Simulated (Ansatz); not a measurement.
## What pressure 22.5 GPa does to SnTe

Base system: SnTe in the rock salt structure (space group Fm-3m, No. 225; a = 6.370 Å).

It is then changed as follows: a hydrostatic pressure of 22.5 GPa.

Method: r2SCAN (Ansatz, an electronic-structure program), spin-orbit coupling left out. Settings: 13×13×13 k-points, 0.05 eV Fermi–Dirac smearing.

- Volume per atom: 24.40 Å³ (base 32.30 Å³)
- Density: 8.38 g/cm³ (base 6.33 g/cm³)
- Lattice parameter a: 5.801 Å (base 6.370 Å)
- Shortest interatomic distance: 2.900 Å (base 3.185 Å)
- Enthalpy H = E + PV relative to the base's energy: +3.86 eV/atom
- Band gap: zero (base 0.13 eV)

Spin-orbit coupling, missing from the scalar runs, can matter with Te. Load acts through the strain it causes; cell and atoms are relaxed under it. No phonon test of stability was made. No other phases were tried under pressure. The final runs are not spin-polarised. A zero or small gap of SnTe can be the functional's error rather than a property of the material.
